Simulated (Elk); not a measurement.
# Short convergence ladders for Mg (P-3m1, 2 atoms in the cell)

```
Mg
1.0
    1.60018    -2.77160     0.00000
    1.60018     2.77160     0.00000
    0.00000     0.00000     5.19437
Mg
2
Direct
  0.33333   0.66667   0.25963
  0.66667   0.33333   0.75000
```

Base method: LDA (PW92), all-electron FP-LAPW, Elk's shipped species files, default APW+lo basis (Elk).

Base settings: swidth = 0.00367493 Ha; ngridk = 6 6 3; maxscl = 100.

**The k-point mesh at a smearing width of 0.02 eV**

In this ladder: swidth = 0.000734986 Ha.

Only quantities that move along the ladder and can be compared are tabulated.

```csv
ngridk,free energy less the last step's (meV/atom)
4 4 3,-55.38
5 5 3,-34.99
6 6 3,48.13
7 7 4,-12.64
9 9 5,2.10
11 11 6,-10.49
13 13 7,3.56
16 16 9,1.12
19 19 10,0.00
```

Coarsest ngridk that holds the free energy within 5 meV/atom of the last step, with all finer ones: 13 13 7; the step before is off by 10 meV/atom.

**The k-point mesh at a smearing width of 0.3 eV**

In this ladder: swidth = 0.0110248 Ha.

Only quantities that move along the ladder and can be compared are tabulated.

| ngridk | free energy less the last step's (meV/atom) |
|---|---|
| 4 4 3 | -46.98 |
| 5 5 3 | -10.77 |
| 6 6 3 | 26.52 |
| 7 7 4 | -6.62 |
| 9 9 5 | 0.98 |
| 11 11 6 | -1.20 |
| 13 13 7 | 0.22 |
| 16 16 9 | 0.16 |
| 19 19 10 | 0.00 |

Coarsest ngridk that holds the free energy within 5 meV/atom of the last step, with all finer ones: 9 9 5; the step before is off by 6.6 meV/atom.

**The width of Gaussian smearing**

In this ladder: ngridk = 10 10 5; stype = 0.

Narrow widths need finer meshes than wide ones, so the last steps can hold mesh noise.

Only quantities that move along the ladder and can be compared are tabulated; pressure and forces are left out, as mesh noise rules them at narrow widths.

| swidth | total energy (no entropy term) less the last step's (meV/atom) |
|---|---|
| 0.0367493 Ha | 100.60 |
| 0.0183747 Ha | 20.49 |
| 0.0110248 Ha | 7.39 |
| 0.00734986 Ha | 3.19 |
| 0.00367493 Ha | 0.73 |
| 0.00183747 Ha | 0.00 |

Widest swidth that holds the total energy (no entropy term) within 2 meV/atom of the last step, with all finer ones: 0.00367493 Ha; the step before is off by 3.2 meV/atom.

On the base run: the starting cell has typed, rounded lattice constants, without a prior relaxation at this level. Its lattice was rescaled by up to half a per cent. One atom was moved a little off its site on purpose. Values depend on the basis (sphere radii, cutoffs, local orbitals), which need not be converged. Without a gap this mesh is coarse (it stands for a supercell whose shortest vector is 16 Å).

Left out of this page: 2 runs of the series outside the window shown, repeating another row's setting, or not comparable.
